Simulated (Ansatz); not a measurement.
Response to strain in TiC

The reference is TiC in the rock salt structure (space group Fm-3m, No. 225; relaxed with 0.1 eV smearing).

```
TiC
1.0
    0.00000     2.13046     2.13046
    2.13046     0.00000     2.13046
    2.13046     2.13046     0.00000
Ti C
1 1
Cartesian
  0.00000   0.00000   0.00000
  2.13046   2.13046   2.13046
```

Cartesian axes are those of the cell as printed.

Strains are applied to the cell and any free atomic positions relax; under biaxial strain the out-of-plane vector relaxes too.

Calculations: DFT with LDA, PAW potentials and a 420 eV plane-wave cutoff in Ansatz (a program for electronic structure), no SOC.

Notes on the quantities. energy relative to the base: free energy F.

| biaxial strain, plane normal [001], relaxed out of plane (%) | energy relative to the base (meV/atom) |
|---|---|
| -3 | 39.8 |
| -2.5 | 27.2 |
| -2 | 17.1 |
| -1.5 | ? |
| -1 | 4.1 |
| -0.5 | 1.0 |
| 0 | 0.0 |

Task: Fit ΔE = Aε² + Bε³ (ε in %) to the rows shown and predict the withheld row.

Result: Least squares on the printed values gives A = 3.98 and B = -0.15 meV/atom (largest residual 0.0 meV/atom); this predicts 9.5 meV/atom, and the run gives 9.4 meV/atom, in agreement.

Stability against distortions was not tested. The final runs are not spin-polarised.
